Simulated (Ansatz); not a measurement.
BeTe (model structure, started from the cinnabar type, P6₂22, No. 180, 6 atoms in the cell) was calculated with PBEsol in Ansatz (plane waves, PAW).

Numerical settings: plane-wave cutoff 500 eV, 12×12×6 k mesh (along the axes of the cell as run), Fermi–Dirac smearing 0.05 eV, scalar-relativistic PAW data made under PBE.

Cell (relaxed at this level):

```
BeTe
1.0
    3.97905     0.00000     0.00000
   -1.98953     3.44596     0.00000
    0.00000     0.00000     8.86320
Be Te
3 3
Direct
  0.50004   0.00000   0.66667
  0.00000   0.50004   0.33333
  0.49996   0.49996   0.00000
  0.50002   0.00000   0.16667
  0.00000   0.50002   0.83333
  0.49998   0.49998   0.50000
```

### Question
Predict the band gap.

### Answer

- band gap = 1.29 eV (on the SCF k mesh)

Note: the relaxation could raise the start's symmetry but not lower it, so the cell can be a saddle point.

Spin–orbit coupling is not included; with these elements it can move the gap by several tenths of an eV or more.

Static lattice: no zero-point or thermal effects.

Cost on a shared machine: very roughly 8 core-minutes.

A model structure was made by putting elements into a prototype or built by hand; it is no filed structure, need not be a known phase, and can be a saddle point held by its symmetry.

Ansatz is an electronic-structure program.
